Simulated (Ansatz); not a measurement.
## BaGaSnH (P3m1, No. 156, 4 atoms in the cell; start mp-1018094)

Calculation: PBEsol (Ansatz, a program for electronic structure, PAW).

Settings: plane-wave cutoff 500 eV, 12×12×8 k mesh (along the axes of the cell as run), Fermi–Dirac smearing 0.05 eV, scalar-relativistic PAW data made under PBE.

Cell (relaxed at this level):

```
BaGaSnH
1.0
    4.53013     0.00000     0.00000
   -2.26506     3.92320     0.00000
    0.00000     0.00000     5.21745
Ba Ga Sn H
1 1 1 1
Direct
  0.33333   0.66667   0.99978
  0.00000   0.00000   0.41634
  0.66667   0.33333   0.54316
  0.00000   0.00000   0.08442
```

```
Property                       Result
--------  ---------------------------
band gap  0.32 eV (on the SCF k mesh)
```

Note: the relaxation could not lower the start's symmetry, so the cell can be a saddle point above a distorted one.

Spin–orbit coupling is not included.

The computed numbers hold no vibrational or temperature effects.

Computing time: around 7 core-minutes (rough).

A start named mp-… is a Materials Project structure, which need not be a measured phase.
